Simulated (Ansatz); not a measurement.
A relaxation of cell and atoms of SrNb (P4/mmm, 2 atoms in the cell) with Ansatz (a program for electronic structure).

Level of theory: PBEsol, default PAW files made with PBE (plane waves; Ansatz).

```
SrNb
1.0
    3.78259     0.00000     0.00000
    0.00000     3.78259     0.00000
    0.00000     0.00000     4.95790
Sr Nb
1 1
Direct
  0.50000   0.50000   0.50000
  0.00000   0.00000   0.00000
```

Reference input (self-consistent single point, DFT, PBEsol, plane waves, default PAW files made with PBE): basis.ecutwfc = 420 eV; kpoints.mp_grid.grid = 6 6 5; kpoints.mp_grid.shift = 0.5 0.5 0.5; hamiltonian.xc = pbesol; hamiltonian.pseudopotentials = {kind: paw} (the program's default PAW files); scf.occupations.method = methfessel_paxton; scf.occupations.width = 0.272 eV. This run's input differs from it in these lines:

```diff
@@ -17,2 +17,4 @@
   occupations: { method: methfessel_paxton, width: 0.272 }
+relax:
+  cell: {}
 output:
```

Output (repeated stretches shortened):

```
   [... SCF lines of the steps left out ...]
relax step   1: F+E_penalty+E_count = -7984.38131189 eV  Δ(F+E_penalty+E_count) = +0.000e0 eV  max|allowed force component| = 9.861e-32 eV/Å  Δτ_max = 0.0000 Å  P = -8.573 GPa  Ω = 70.938 Å³  (6 SCF iters, dr2 threshold 1.00e-7 eV, accepted)
relax step   2: F+E_penalty+E_count = -7984.82165782 eV  Δ(F+E_penalty+E_count) = -4.403e-1 eV  max|allowed force component| = 3.870e-30 eV/Å  Δτ_max = 0.0000 Å  P = -6.700 GPa  Ω = 62.702 Å³  energy of the carried Pulay correction = +2.726e-4 eV  [...]
   [... lines left out ...]
relax step   8: F+E_penalty+E_count = -7985.56806514 eV  Δ(F+E_penalty+E_count) = -1.916e-5 eV  max|allowed force component| = 4.536e-30 eV/Å  Δτ_max = 0.0000 Å  P = +0.003 GPa  Ω = 48.903 Å³  energy of the carried Pulay correction = +8.506e-4 eV  [...]
relax step   9: F+E_penalty+E_count = -7985.56804035 eV  Δ(F+E_penalty+E_count) = +2.479e-5 eV  max|allowed force component| = 6.681e-30 eV/Å  Δτ_max = 0.0000 Å  P = +0.015 GPa  Ω = 48.903 Å³  stress off target by 4.46e-2 GPa  SCF on the basis [...]
basis re-selected at this cell: Δ(F+E_penalty+E_count) = +2.479e-5 eV, ΔP = +0.011 GPa vs the last step
the relaxation is at rest under the 16 symmetry operations that the run kept from its start: a minimum is not shown …
Stability not checked (fill_not_monotonic)
Free energy (F): -7985.568040 eV
Internal energy: -7985.583120 eV  (E = F + TS)
   [... lines left out ...]
Fermi energy:    12.395034 eV
   [... lines left out ...]
to start a new deck from the relaxed geometry:
  cell:  # Å, volume = 48.9033 Å³
    - [2.9637395966191473, -2.8377284691422993e-33, 0.0]
    - [-2.8377284691422993e-33, 2.9637395966191473, 0.0]
    - [0.0, 0.0, 5.567475137301206]
  atoms:
    - { symbol: Sr, position: [0.5, 0.5, 0.5000000000000001] }
    - { symbol: Nb, position: [-2.0286695342340455e-35, -9.546680161101392e-36, 2.775557561562892e-17] }
```

The run converged. 

Summary of the result:
* **Free energy E − TS (on the zero of these files)**: -7985.5680 eV
* **Fermi level (on the code's own zero)**: 12.40 eV
* **Pressure**: 0.01 GPa
* **Final cell**: a = b = 2.964 Å, c = 5.567 Å, α = β = γ = 90.00°
* **Final volume per atom**: 24.45 Å³
* **Relaxation steps**: 9

The starting cell was generated: these elements placed on a structure prototype, without a prior relaxation; it need not be a known phase or ordering of this composition. Spin polarisation is off. The relaxation keeps the symmetry of its start, so its end need not be a minimum. Ansatz's pressure includes its estimate of the finite-basis (Pulay) stress. One axis grew by 12 %.

Keys are those of Ansatz 0.2.
